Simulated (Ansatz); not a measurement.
A hypothetical phase is included: elements placed on a structure type, which no database files for this compound.

Consider the following.

```yaml
crystal:
  lattice:
    - [2.85345, 0.00000, 0.00000]
    - [0.00000, 2.85347, 0.00000]
    - [0.00000, 0.00000, 8.07070]
  atoms:
    - { symbol: Al, position: [0.75000, 0.75000, 0.12500] }
    - { symbol: Al, position: [0.25000, 0.25000, 0.37500] }
    - { symbol: Al, position: [0.25000, 0.25000, 0.87500] }
    - { symbol: Al, position: [0.75000, 0.75000, 0.62500] }
    - { symbol: N, position: [0.75000, 0.75000, 0.87500] }
    - { symbol: N, position: [0.25000, 0.25000, 0.62500] }
    - { symbol: N, position: [0.25000, 0.25000, 0.12500] }
    - { symbol: N, position: [0.75000, 0.75000, 0.37500] }
```

The cell was relaxed by PBE-D3(BJ).

Transport runs along the normal of the first two printed cell vectors, the (100) plane of the conventional cell.

No gap correction and no spin-orbit coupling; mid-gap is the computed energy nearest the middle.

Task: Give the band gap and the smallest decay constant κ at mid-gap that r2SCAN in Ansatz (a program for electronic structure) yields.

Result: Gap 5.54 eV on a 10×10×4 mesh; κ = 0.370 1/Å, at the zone centre.
